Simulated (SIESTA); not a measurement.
A self-consistent single point of ZrScVNi₃ (R3m, 6 atoms in the cell) with SIESTA.

Level of theory: LDA PW92, numerical atomic orbitals TZP, PseudoDojo LDA standard norm-conserving potentials (rewritten from UPF to PSML) (SIESTA 5.4.2).

The change in words: lattice scaled by 0.98. Reference geometry:
```
CELL_PARAMETERS angstrom
      2.54001     1.46648     3.92295
     -2.54001     1.46648     3.92295
      0.00000    -2.93296     3.92295
ATOMIC_POSITIONS crystal
  Zr 0.99438 0.99438 0.99438
  Sc 0.25357 0.25357 0.25357
  V  0.62611 0.62611 0.62611
  Ni 0.62486 0.12620 0.62486
  Ni 0.62486 0.62486 0.12620
  Ni 0.12620 0.62486 0.62486
```
Moments meant for the start (each program seeds them in its own way; μB, in the order of the atoms Zr Sc V Ni Ni Ni): 0.0 0.0 2.0 2.0 2.0 2.0.

Reference input (self-consistent single point, DFT, LDA PW92, numerical atomic orbitals TZP, PseudoDojo LDA standard norm-conserving potentials (rewritten from UPF to PSML)): XC.functional = LDA; XC.authors = PW92; potentials = PseudoDojo LDA standard; PAO.BasisSize = TZP; PAO.EnergyShift = 0.01 Ry; MeshCutoff = 350 Ry; kgrid.MonkhorstPack = 4 4 4; OccupationFunction = MP; OccupationMPOrder = 0; ElectronicTemperature = 0.05 eV; Spin = polarized; DM.InitSpin = [1 +0.00, 2 +0.00, 3 +2.00, 4 +2.00, 5 +2.00, 6 +2.00]. This run's input differs from it in these lines:

```diff
@@ -12,7 +12,7 @@
 %endblock ChemicalSpeciesLabel
-LatticeConstant              4.898140 Ang
+LatticeConstant              4.800177 Ang
 %block LatticeVectors
-     0.518567252    0.299394872    0.800906058
-    -0.518567252    0.299394872    0.800906058
-     0.000000000   -0.598789949    0.800906058
+     0.518567336    0.299394793    0.800906092
+    -0.518567336    0.299394793    0.800906092
+     0.000000000   -0.598790003    0.800906092
 %endblock LatticeVectors
@@ -20,8 +20,8 @@
 %block AtomicCoordinatesAndAtomicSpecies
-     0.000000000   -0.000001879   22.114915045  1
-     0.000000000   -0.000000479    5.639372280  2
-     0.000000000   -0.000001183   13.924625856  3
-     2.393534441   -1.381908611   10.200109250  4
-    -0.000000000    2.763814621   10.200109250  4
-    -2.393534441   -1.381908611   10.200109250  4
+     0.000000000   -0.000003758   21.672616744  1
+    -0.000000000   -0.000000958    5.526584835  2
+     0.000000000   -0.000002366   13.646133339  3
+     2.345664035   -1.354271228    9.996107065  4
+     0.000000000    2.708537256    9.996107065  4
+    -2.345664035   -1.354271228    9.996107065  4
 %endblock AtomicCoordinatesAndAtomicSpecies
```

Output (repeated stretches shortened):

```
        iscf     Eharris(eV)        E_KS(eV)     FreeEng(eV)     dDmax    Ef(eV) dHmax(eV)
   scf:    1   -17764.118329   -18192.946817   -18192.959642  1.192609 -3.001260 53.467144
     spin moment: {S} , |S| = {        0.0        0.0    6.38404 }     6.38404
   scf:    2   -18232.682437   -18361.017098   -18361.021216  0.682488 -4.465003 24.294229
     spin moment: {S} , |S| = {        0.0        0.0    1.85212 }     1.85212
   scf:    3   -18391.504579   -18382.734317   -18382.740184  0.204954 -4.569831  6.880241
     spin moment: {S} , |S| = {        0.0        0.0    2.47963 }     2.47963
   [... lines left out ...]
     spin moment: {S} , |S| = {        0.0        0.0    0.62333 }     0.62333
   scf:   27   -18386.484409   -18386.484404   -18386.492827  0.000053 -5.230230  0.001621
     spin moment: {S} , |S| = {        0.0        0.0    0.62348 }     0.62348
   scf:   28   -18386.484428   -18386.484415   -18386.492829  0.000177 -5.230253  0.000746
     spin moment: {S} , |S| = {        0.0        0.0    0.62389 }     0.62389
   scf:   29   -18386.484413   -18386.484414   -18386.492829  0.000026 -5.230263  0.000539
     spin moment: {S} , |S| = {        0.0        0.0    0.62386 }     0.62386
SCF Convergence by DM+H criterion
max |DM_out - DM_in|         :     0.0000255363
max |H_out - H_in|      (eV) :     0.0005393200
SCF cycle converged after 29 iterations

Using DM_out to compute the final energy and forces

siesta: E_KS(eV) =           -18386.4844

siesta: E_KS - E_eggbox =    -18386.4844

siesta: Atomic forces (eV/Ang):
     1   -0.000000   -0.000001    0.178143
     2    0.000000   -0.000000   -0.046304
     3    0.000000   -0.000000    0.032382
     4   -0.017522    0.010117   -0.048117
     5    0.000000   -0.020233   -0.048115
     6    0.017522    0.010117   -0.048117
   Tot    0.000000    0.000000    0.019872
   Max    0.178143
   Res    0.048934    sqrt( Sum f_i^2 / 3N )
   Max    0.178143    constrained

   [... lines left out ...]
siesta: FreeEng =    -18386.492829
siesta: Cell volume =         82.519047 Ang**3
siesta:         -68.24056500        -75.79183275  kBar
   [... lines left out ...]

mulliken: Qtot =       44.688

Mulliken Atomic Populations:
Atom #   charge [q] valence [e]      Sz [e]  Species
     1    -0.103747   12.103747    0.047032  Zr
     2     0.159036   10.840964    0.026648  Sc
     3    -0.401939   13.401939    0.328006  V
     4     0.115550   17.884450    0.074059  Ni
     5     0.115551   17.884449    0.074059  Ni
     6     0.115550   17.884450    0.074059  Ni
 Total    -0.000000                0.623863
```

The run converged in 29 iterations. Against the reference run the free energy falls by 60.9 meV/atom, the pressure goes from -15.38 to -6.82 GPa, the largest force goes from 0.069 to 0.178 eV/Å and the size of the net moment hardly changes (0.11 to 0.10 μB/atom).

The starting cell comes from a database of computed structures (which also holds hypothetical and non-ambient phases and stackings), without a prior relaxation at this level. For this run, on top of that: lattice scaled by 0.98. The moments shrank to a small part of their start, a low-spin state that need not be the lowest. Values carry the incompleteness of an atom-centred basis. With a pressure of about -7 GPa the cell is away from its equilibrium volume at this level.

Cost on one core of a shared machine: roughly 3 min.
